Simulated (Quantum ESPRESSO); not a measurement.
A self-consistent single point of LiAg₃ (Pm-3m, 4 atoms in the cell) with Quantum ESPRESSO.

Method: PBEsol, spin-orbit coupling, PseudoDojo fully relativistic norm-conserving (PBESOL) pseudopotentials (plane waves; Quantum ESPRESSO).

```yaml
crystal:
  lattice:
    - [4.03340, 0.00000, 0.00000]
    - [0.00000, 4.03340, 0.00000]
    - [0.00000, 0.00000, 4.03340]
  atoms:
    - { symbol: Li, position: [0.00000, 0.00000, 0.00000] }
    - { symbol: Ag, position: [0.00000, 0.50000, 0.50000] }
    - { symbol: Ag, position: [0.50000, 0.00000, 0.50000] }
    - { symbol: Ag, position: [0.50000, 0.50000, 0.00000] }
```

Reference input (self-consistent single point, DFT, PBEsol, plane waves, GBRV 1.5 ultrasoft (PBESOL) pseudopotentials): ecutwfc = 40 Ry; ecutrho = 320 Ry; occupations = smearing; smearing = fd; degauss = 0.0036749 Ry; potentials = {Li: li_pbesol_v1.4.uspp.F.UPF, Ag: ag_pbesol_v1.4.uspp.F.UPF}; K_POINTS = automatic 8 8 8 0 0 0; conv_thr = 1e-10 Ry. This run's input differs from it in these lines:

```diff
@@ -13,4 +13,3 @@
     ntyp = 2
-    ecutwfc = 40
-    ecutrho = 320
+    ecutwfc = 85
     occupations = 'smearing'
@@ -18,2 +17,4 @@
     degauss = 0.0036749
+    noncolin = .true.
+    lspinorb = .true.
 /
@@ -23,4 +24,4 @@
 ATOMIC_SPECIES
-Li     6.9400  li_pbesol_v1.4.uspp.F.UPF
-Ag   107.8682  ag_pbesol_v1.4.uspp.F.UPF
+Li     6.9400  Li.upf
+Ag   107.8682  Ag.upf
 ATOMIC_POSITIONS crystal
```

The program printed (abridged):

```
     Self-consistent Calculation

     iteration #  1     ecut=    85.00 Ry     beta= 0.70

     Threshold (ethr) on eigenvalues was too large:
     Diagonalizing with lowered threshold

     total energy              =    -943.44412153 Ry
     estimated scf accuracy    <       0.41674861 Ry

     iteration #  2     ecut=    85.00 Ry     beta= 0.70

     total energy              =    -943.56869856 Ry
     estimated scf accuracy    <       0.47639330 Ry

     iteration #  3     ecut=    85.00 Ry     beta= 0.70

     total energy              =    -943.65177423 Ry
     estimated scf accuracy    <       0.00133747 Ry

   [... 4 blocks of this kind left out ...]

     iteration #  8     ecut=    85.00 Ry     beta= 0.70

     total energy              =    -943.65245357 Ry
     estimated scf accuracy    <          1.2E-09 Ry

     iteration #  9     ecut=    85.00 Ry     beta= 0.70
     End of self-consistent calculation

   [... 6 lines left out ...]

   [... 6 lines left out ...]

     the Fermi energy is    13.8334 ev

!    total energy              =    -943.65245357 Ry
     estimated scf accuracy    <          2.9E-11 Ry
     smearing contrib. (-TS)   =      -0.00063233 Ry
     internal energy E=F+TS    =    -943.65182124 Ry

     convergence has been achieved in   9 iterations

     Forces acting on atoms (cartesian axes, Ry/au):

     atom    1 type  1   force =     0.00000000    0.00000000    0.00000000
   [... zero for the other atoms too ...]

     Total force =     0.000000     Total SCF correction =     0.000000

          total   stress  (Ry/bohr**3)                   (kbar)     P=      -21.58
  -0.00014668   0.00000000   0.00000000          -21.58        0.00        0.00
   0.00000000  -0.00014668   0.00000000            0.00      -21.58        0.00
   0.00000000   0.00000000  -0.00014668            0.00        0.00      -21.58

   JOB DONE.
```

The run converged in 9 iterations. Against the reference run the pressure goes from -3.46 to -2.16 GPa.

The starting cell comes from a database of computed structures (which also holds hypothetical and non-ambient phases and stackings), without a prior relaxation at this level. Its lattice was rescaled by a random factor within 2.5 % of one.

Cost on one core of a shared machine: roughly 8 min.
